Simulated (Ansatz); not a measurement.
Input and output of a dielectric-response calculation for Cs3Bi (Fm-3m, 4 atoms in the cell) (Ansatz, a quantum-chemistry and plane-wave program).

Method: LDA (PW92), default PAW files made with PBE (plane waves; Ansatz).

```xyz
4
Lattice="0.0000 4.6731 4.6731 4.6731 0.0000 4.6731 4.6731 4.6731 0.0000" Properties=species:S:1:pos:R:3 pbc="T T T"
Cs     2.3366     2.3366     2.3366
Cs     7.0097     7.0097     7.0097
Cs     4.6731     4.6731     4.6731
Bi     0.0000     0.0000     0.0000
```

Reference input (self-consistent single point, DFT, LDA (PW92), plane waves, default PAW files made with PBE): basis.ecutwfc = 420 eV; kpoints.mp_grid.grid = 5 5 5; hamiltonian.xc = lda; hamiltonian.pseudopotentials = {kind: paw} (the program's default PAW files); scf.occupations.method = gaussian; scf.occupations.width = 0.272 eV. This run's input differs from it in these lines:

Ansatz 0.2 input:
```diff
@@ -14,3 +14,3 @@
 kpoints:
-  mp_grid: { grid: [5, 5, 5] }
+  mp_grid: { grid: [4, 4, 4] }
 hamiltonian:
@@ -19,7 +19,5 @@
 scf:
-  occupations: { method: gaussian, width: 0.272 }
-output:
-  forces: true
-  eigenvalues: true
-  stress: true
+  occupations: { method: fixed }
+dielectric:
+  field_mesh: kpoints
```

Output, abridged:

```
SCF iter   1: F=—  HF=-28602.176478 eV  |F-HF|=—  |Δ(HF+E_count)|=         —  Δρ=2.89e-3  dr2=1.54e-2  ethr=1.77e-3  ⟨swp⟩=5.8  Hψ=1357  notcnv=0  defer=25
all-band conjugate gradients solve this SCF's bands
preconditioner: auto → Resta (q_TF=auto, 2.096 Å⁻¹)
SCF iter   2: F=—  HF=-28602.171669 eV  |F-HF|=—  |Δ(HF+E_count)|=   4.81e-3  Δρ=1.46e-3  dr2=2.30e-3  ethr=3.67e-5  ⟨swp⟩=2.5  Hψ=754  notcnv=0  defer=35
   [... lines left out ...]
SCF iter   6: F=—  HF=-28602.171067 eV  |F-HF|=—  |Δ(HF+E_count)|=   6.25e-5  Δρ=2.63e-6  dr2=1.45e-8  ethr=4.54e-9  ⟨swp⟩=2.0  Hψ=560  notcnv=0  defer=16
SCF iter   7: F=—  HF=-28602.171067 eV  |F-HF|=—  |Δ(HF+E_count)|=   4.27e-9  Δρ=7.97e-7  dr2=2.04e-9  ethr=3.46e-11  ⟨swp⟩=2.2  Hψ=596  notcnv=0  defer=16
SCF iter   8: F=—  HF=-28602.171067 eV  |F-HF|=—  |Δ(HF+E_count)|=  3.06e-10  Δρ=2.22e-7  dr2=2.44e-10  ethr=4.86e-12  ⟨swp⟩=2.1  Hψ=559  notcnv=0  defer=16
SCF iter   9: F=-28602.171067 eV  HF=-28602.171067 eV  |F-HF|=7.28e-12  |Δ(HF+E_count)|=  6.18e-11  Δρ=2.71e-8  dr2=1.71e-12  ethr=1.00e-12  ⟨swp⟩=11.2  Hψ=1772  notcnv=0
SCF 1 converged in 9 iterations: F = -28602.171067 eV  dr2 = 1.71e-12
DFPT response loops at Γ: preconditioner auto → Resta (q_TF=auto, 2.096 Å⁻¹)  ε∞=20.7 (no band partly filled) …
   [... lines left out ...]
WARN: field response: the 4×4×4 k-mesh looks too coarse for the field response at k = (0.0000, 0.0000, 0.0000), direct gap 0.530 eV …
Free energy (F): -28602.171067 eV
Fermi energy:    5.819198 eV
   [... lines left out ...]
        -0.00000    1.53014   -0.00000
         0.00000   -0.00000    1.53014
    site 3:
        -3.11880   -0.00000    0.00000
         0.00000   -3.11880   -0.00000
         0.00000    0.00000   -3.11880
  Z* charge neutrality: 2.155e-5 e pre-enforcement
  k-mesh period / interband length: 26.4 Å / 3.06 Å = 8.63 at k = (0.0000, 0.0000, 0.0000), direct gap 0.530 eV — UNDER 14: by this measure the k-mesh is too coarse for the response
```

The run converged in 9 iterations. 

Summary of the result:
- Free energy E − TS (on the zero of these files): -28602.1711 eV
- Top of the valence band (on the code's own zero): 5.82 eV
- Gap on the k-point mesh: 0.14 eV
- ε∞ at this k-point mesh, which may be far from converged in small-gap cells (xx, yy, zz): 8.76, 8.76, 8.76
- Born charges at this mesh (mean of the diagonal, e): Cs 0.79, Cs 0.79, Cs 1.53, Bi -3.12

The starting cell comes from a database of computed structures (which also holds hypothetical and non-ambient phases and stackings), without a prior relaxation at this level. Its lattice was rescaled by up to half a per cent. Spin-orbit coupling is off.
